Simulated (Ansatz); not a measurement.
# SrZrO3 (Pnma, No. 62): smallest direct gap on the k points sampled by level of theory

No measured value is used here.

```tsv
level (code)	value (eV)
LDA (Ansatz)	3.76
PBEsol+SOC (Ansatz)	3.77
HSE06 (Ansatz)	…
```

Question: What belongs in the gaps?

Answer: 
- HSE06 (Ansatz, a quantum-chemistry and plane-wave program), value (eV): 5.41

Computed values are for a static lattice. Spin–orbit coupling is included only where a level's name says +SOC; with heavier elements it mostly lowers gaps and can invert bands.  Values are at the PBEsol cell. Cutoffs and k meshes differ between the levels. Ansatz's density-functional and Hartree–Fock values are scalar-relativistic unless marked +SOC, with PAW data made under PBE.
